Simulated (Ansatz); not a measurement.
The starting structures come from a database of crystals and need not be the phases stable at ambient conditions.

Evanescent states of CaI$_{2}$ (P-3m1, CdI2 type, not sure to be the ambient phase, 3 atoms a cell, 39.3 Å³ an atom) along the normal of (111)

All values below come from r2SCAN (plane waves, PAW; Ansatz, a program for electronic structure).

The gap is the functional's own. No spin-orbit coupling. Mid-gap values are interpolated on the energy grid.

Energies count from the valence-band top; κ is the least over a 6×4 mesh across the current.

```csv
E (eV),κ (1/Å),where
0.10,0.137,Γ
0.28,0.182,Γ
0.47,0.209,Γ
0.67,0.230,Γ
0.85,0.245,Γ
1.04,0.258,Γ
1.24,[?],Γ
1.43,[?],Γ
1.61,[?],Γ
1.80,[?],Γ
2.00,[?],Γ
2.19,[?],Γ
2.38,[?],Γ
2.56,[?],Γ
2.75,[?],off Γ
2.94,0.258,off Γ
3.13,0.237,off Γ
3.33,0.210,off Γ
3.52,0.176,off Γ
3.71,0.126,off Γ
```

Fill in the missing entries.


- 1.24, κ (1/Å): 0.268
- 1.43, κ (1/Å): 0.276
- 1.61, κ (1/Å): 0.281
- 1.80, κ (1/Å): 0.285
- 2.00, κ (1/Å): 0.287
- 2.19, κ (1/Å): 0.288
- 2.38, κ (1/Å): 0.287
- 2.56, κ (1/Å): 0.285
- 2.75, κ (1/Å): 0.275
